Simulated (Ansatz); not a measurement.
Fermi-surface data of Au (Fm-3m)

Given:

```yaml
crystal:
  lattice:
    - [0.00000, 2.02341, 2.02341]
    - [2.02341, 0.00000, 2.02341]
    - [2.02341, 2.02341, 0.00000]
  atoms:
    - { symbol: Au, position: [0.00000, 0.00000, 0.00000] }
```

Calculation: PBEsol, rigid bands (plane waves, PAW, scalar-relativistic; Ansatz, a first-principles code). Condition of this run: hydrostatic pressure 5 GPa (the target of the relaxation). Cell: cell and atoms relaxed with PBEsol, then loaded as said.

```
Item                                                              Result
------------------------------------  ----------------------------------
density of states at the Fermi level  0.279 states/(eV·cell), both spins
bare Sommerfeld coefficient                    0.66 mJ/(mol of atoms·K²)
Drude plasma energy                                               9.0 eV
root-mean-square Fermi velocity                                1.4e6 m/s
resistivity times τ                                     6.0 ×10⁻²² Ω·m·s
resistivity times mean free path                         8.2 ×10⁻¹⁶ Ω·m²
```

A metal at this level (no band gap); rigid bands, thermally averaged at 300 K, both spins. Spin-orbit coupling is left out, which matters with elements this heavy. τ is one relaxation time for all states; the product of resistivity and mean free path takes one path for all states instead.
